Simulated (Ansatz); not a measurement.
We consider PbI₂ (P6₃mc, No. 186, 12 atoms in the cell; start mp-567542), described by HSE06 in Ansatz (plane waves, PAW).

Settings: plane-wave cutoff 500 eV, 6×6×1 k mesh (along the axes of the cell as run), gaussian smearing 0.02 eV, scalar-relativistic PAW data made under PBE.

Cell (relaxed with PBEsol):

```yaml
crystal:
  lattice:
    - [4.54125, 0.00000, 0.00000]
    - [-2.27063, 3.93284, 0.00000]
    - [0.00000, 0.00000, 28.34487]
  atoms:
    - { symbol: Pb, position: [0.33333, 0.66667, 0.75011] }
    - { symbol: Pb, position: [0.66667, 0.33333, 0.25011] }
    - { symbol: Pb, position: [0.33333, 0.66667, 0.99989] }
    - { symbol: Pb, position: [0.66667, 0.33333, 0.49989] }
    - { symbol: I, position: [0.33333, 0.66667, 0.18443] }
    - { symbol: I, position: [0.66667, 0.33333, 0.68443] }
    - { symbol: I, position: [0.00000, 0.00000, 0.81581] }
    - { symbol: I, position: [0.00000, 0.00000, 0.31581] }
    - { symbol: I, position: [0.00000, 0.00000, 0.06556] }
    - { symbol: I, position: [0.00000, 0.00000, 0.56556] }
    - { symbol: I, position: [0.66667, 0.33333, 0.93418] }
    - { symbol: I, position: [0.33333, 0.66667, 0.43418] }
```

### Question
What does this level give for the band gap?

### Answer

* **band gap**: 2.96 eV (on the SCF k mesh)

Note: cell and atoms aren't relaxed at this level (pressure 1.2 GPa).

Spin–orbit coupling is not included; with these elements it can move the gap by several tenths of an eV or more.

Computed values are for the static lattice.

A start named mp-… is a Materials Project structure, which need not be a measured phase.

Ansatz is a first-principles code.
